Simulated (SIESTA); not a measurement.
SIESTA run on Ga3Tc (I4/mmm, 4 atoms in the cell): self-consistent single point.

Method: LDA PW92, numerical atomic orbitals DZP, PseudoDojo LDA standard norm-conserving potentials (rewritten from UPF to PSML) (SIESTA).

The change in words: lattice scaled by 0.98. Reference geometry:
```yaml
crystal:
  lattice:
    - [-1.89565, 1.89565, 4.04575]
    - [1.89565, -1.89565, 4.04575]
    - [1.89565, 1.89565, -4.04575]
  atoms:
    - { symbol: Ga, position: [0.75000, 0.25000, 0.50000] }
    - { symbol: Ga, position: [0.25000, 0.75000, 0.50000] }
    - { symbol: Ga, position: [0.50000, 0.50000, 0.00000] }
    - { symbol: Tc, position: [0.00000, 0.00000, 0.00000] }
```

Reference input (self-consistent single point, DFT, LDA PW92, numerical atomic orbitals DZP, PseudoDojo LDA standard norm-conserving potentials (rewritten from UPF to PSML)): XC.functional = LDA; XC.authors = PW92; potentials = PseudoDojo LDA standard; PAO.BasisSize = DZP; PAO.EnergyShift = 0.005 Ry; MeshCutoff = 300 Ry; kgrid.MonkhorstPack = 9 9 9; OccupationFunction = MP; OccupationMPOrder = 0; ElectronicTemperature = 0.1 eV; MaxSCFIterations = 150; SCF.Mixer.Method = Broyden. This run's input differs from it in these lines:

```diff
@@ -12,5 +12,5 @@
 %block LatticeVectors
-    -1.895645000    1.895645000    4.045750000
-     1.895645000   -1.895645000    4.045750000
-     1.895645000    1.895645000   -4.045750000
+    -1.857732000    1.857732000    3.964835000
+     1.857732000   -1.857732000    3.964835000
+     1.857732000    1.857732000   -3.964835000
 %endblock LatticeVectors
@@ -18,5 +18,5 @@
 %block AtomicCoordinatesAndAtomicSpecies
-     0.000000000    1.895645000    2.022875000  1
-     1.895645000    0.000000000    2.022875000  1
-     0.000000000    0.000000000    4.045750000  1
+     0.000000000    1.857732000    1.982417500  1
+     1.857732000    0.000000000    1.982417500  1
+     0.000000000    0.000000000    3.964835000  1
      0.000000000    0.000000000    0.000000000  2
```

The program printed (abridged):

```
        iscf     Eharris(eV)        E_KS(eV)     FreeEng(eV)     dDmax    Ef(eV) dHmax(eV)
   scf:    1    -8511.689795    -8540.905813    -8540.916216  1.775180 -5.526089  5.284876
   scf:    2    -8543.150079    -8542.871871    -8542.883449  0.265760 -5.068195  2.237152
   scf:    3    -8543.151755    -8543.022421    -8543.034468  0.186017 -5.173334  1.731419
   scf:    4    -8543.256164    -8543.160460    -8543.175261  0.385243 -5.301431  0.114468
   scf:    5    -8543.162259    -8543.161682    -8543.176067  0.016904 -5.312987  0.066190
   scf:    6    -8543.161734    -8543.161818    -8543.176225  0.001975 -5.306552  0.023963
   scf:    7    -8543.161988    -8543.161922    -8543.176266  0.002798 -5.309222  0.007267
   scf:    8    -8543.161891    -8543.161907    -8543.176269  0.000492 -5.308800  0.001099
   scf:    9    -8543.161898    -8543.161903    -8543.176269  0.000087 -5.308848  0.000634
SCF Convergence by DM+H criterion
max |DM_out - DM_in|         :     0.0000866988
max |H_out - H_in|      (eV) :     0.0006339568
SCF cycle converged after 9 iterations

Using DM_out to compute the final energy and forces

siesta: E_KS(eV) =            -8543.1619

siesta: E_KS - E_eggbox =     -8543.1619

siesta: Atomic forces (eV/Ang):
     1    0.000045   -0.000045   -0.000000
     2   -0.000045    0.000045    0.000000
     3   -0.000000   -0.000000   -0.000000
     4    0.000000    0.000000    0.000000
   Tot   -0.000000   -0.000000    0.000000
   Max    0.000045
   Res    0.000026    sqrt( Sum f_i^2 / 3N )
   Max    0.000045    constrained

Stress tensor Voigt[x,y,z,yz,xz,xy] (kbar):      -53.56      -53.56      -73.64       -0.06       -0.06        0.04
(Free)E + p*V (eV/cell)    -8541.1178
   [... lines left out ...]
siesta: FreeEng =     -8543.176269
   [... lines left out ...]
siesta:    -0.033432    0.000025   -0.000037
siesta:     0.000025   -0.033432   -0.000037
siesta:    -0.000037   -0.000037   -0.045963

siesta: Cell volume =         54.733250 Ang**3

siesta: Pressure (static):
siesta:                Solid            Molecule  Units
siesta:           0.00040961          0.00040962  Ry/Bohr**3
siesta:           0.03760880          0.03760981  eV/Ang**3
siesta:          60.25593809         60.25755468  kBar
```

The run converged in 9 iterations. Against the reference run the free energy rises by 4.9 meV/atom and the pressure goes from -3.63 to 6.03 GPa.

The starting cell comes from a database of computed structures (which also holds hypothetical and non-ambient phases and stackings), without a prior relaxation at this level. For this run, on top of that: lattice scaled by 0.98. Spin polarisation is off. Values carry the incompleteness of an atom-centred basis. With a pressure of about 6 GPa the cell is away from its equilibrium volume at this level.

Cost on one core of a shared machine: roughly 4 min.
